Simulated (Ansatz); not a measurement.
Take ZnS (space group P4_2/mnm, No. 136; a = 6.5179 Å, c = 3.8080 Å; a hypothetical phase, not in the database extracts checked) as the base.

Levels (all Ansatz, a program for electronic structure, PAW): PBEsol (420 eV, no SOC); r2SCAN (500 eV, no spin-orbit coupling); HSE06 (420 eV, spin-orbit coupling left out).

At the geometry relaxed with PBEsol, these levels gave the following band gaps, in shuffled order: (a) 2.24 eV, (b) 2.94 eV, (c) 3.60 eV.

Task: Match each gap to its level.

Result: (a) PBEsol; (b) r2SCAN; (c) HSE06.

Single points use the geometry relaxed with PBEsol. Whether these cells are dynamically stable was not tested.
